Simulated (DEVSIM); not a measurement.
System: Pd/SiON/p-GaAs capacitor, at 300 K.

| layer (left to right) | material | thickness (nm) | Na (cm⁻³) |
|---|---|---|---|
| 1 | SiON | 7.70 | - |
| 2 | GaAs | 1600 | 1.7e17 |

Metal gate on the left, work function 5.2 eV. Fixed charge at the semiconductor interface 2e12 cm⁻² (in units of +e); no interface traps.

Constants are typed, rounded textbook-type inputs, not results; the design itself was drawn at random and stands for no fabricated device. Values at 300 K.

```tsv
parameter	SiON	GaAs
gap (eV)	7	1.424
affinity (eV)	1.4	4.07
permittivity	5.5	12.9
Nc (cm⁻³)	-	4.7e17
Nv (cm⁻³)	-	9e18
```

DEVSIM, 1D Poisson equation in equilibrium, Boltzmann statistics, complete ionisation; no quantum confinement or tunnelling. Metal contacts follow the ideal Schottky-Mott rule: no Fermi-level pinning, no interface dipoles.

The interface trap density was swept, all else fixed.

```csv
interface trap density (cm^-2 eV^-1),minimum of the low-frequency capacitance (μF/cm²),flat-band voltage (V)
0,0.0991,-0.70
1e10,0.100,-0.70
1e11,0.110,-0.71
3e11,0.132,-0.74
1e12,0.193,-0.85
2e12,0.259,-1.01
```

From the first row to the last the minimum of the low-frequency capacitance goes from 0.0991 to 0.259. From the first row to the last the flat-band voltage goes from -0.70 to -1.01.
